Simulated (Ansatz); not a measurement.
Here is the system:

```yaml
crystal:
  lattice:
    - [-1.88832, 1.88832, 4.78756]
    - [1.88832, -1.88832, 4.78756]
    - [1.88832, 1.88832, -4.78756]
  atoms:
    - { symbol: Ti, position: [0.50000, 0.50000, 0.00000] }
    - { symbol: Ti, position: [0.25000, 0.75000, 0.50000] }
    - { symbol: O, position: [0.29262, 0.29262, 0.00000] }
    - { symbol: O, position: [0.04262, 0.54262, 0.50000] }
    - { symbol: O, position: [0.45738, 0.95738, 0.50000] }
    - { symbol: O, position: [0.70738, 0.70738, 0.00000] }
```

No spin polarisation.

The values are results of DFT with r2SCAN, PAW potentials and a 500 eV plane-wave cutoff in Ansatz (an electronic-structure program), no spin-orbit coupling, not measurements. k-mesh 12×12×12 (Γ-centred); smearing 0.05 eV (Fermi–Dirac).

**Question.** Predict the smallest direct gap.

**Answer.** 2.87 eV.

**Question.** What gap character does the calculation give?

**Answer.** Indirect, Γ–X (87 % along) → Γ.

**Question.** What band gap does the calculation give?

**Answer.** 2.53 eV.

Load acts through the strain it causes; cell and atoms are relaxed under it. Stability against distortions was not tested. The final runs are not spin-polarised. The cell was made from TiO$_{2}$ in the anatase structure (space group I4_1/amd, No. 141) by this change: pressure 0.3 GPa.
